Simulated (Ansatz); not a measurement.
Reference: RbBr (Pm-3m), PBEsol, rigid bands (plane waves, PAW, scalar-relativistic; Ansatz, a quantum-chemistry and plane-wave program); axes and stresses refer to this cell.

```xyz
2
Lattice="4.0729 0.0000 0.0000 0.0000 4.0729 0.0000 0.0000 0.0000 4.0729" Properties=species:S:1:pos:R:3 pbc="T T T"
Rb     0.0000     0.0000     0.0000
Br     2.0365     2.0365     2.0365
```

- electron conductivity mass = 0.31 mₑ
- Seebeck coefficient, p-type 1e19 cm⁻³ = 484 μV/K
- Seebeck coefficient, n-type 1e19 cm⁻³ = -159 μV/K

**Question.** Change: spin-orbit coupling switched on. What happens to electron conductivity mass, Seebeck coefficient, p-type 1e19 cm⁻³, Seebeck coefficient, n-type 1e19 cm⁻³?

**Answer.** electron conductivity mass moves little, to 0.31 mₑ; Seebeck coefficient, p-type 1e19 cm⁻³ increases to 538 μV/K; Seebeck coefficient, n-type 1e19 cm⁻³ moves little, to -159 μV/K.

Masses are for dilute carriers at 300 K, harmonic means over directions unless an axis is named. Seebeck coefficients are for the stated density at 300 K, with one relaxation time for all states and whether or not that doping can be reached. Spin-orbit coupling is left out unless a row names it; without it hole values are far off for these elements. 

Computed structure with no diffraction record at hand here (it may be known, metastable or hypothetical): RbBr (Pm-3m).
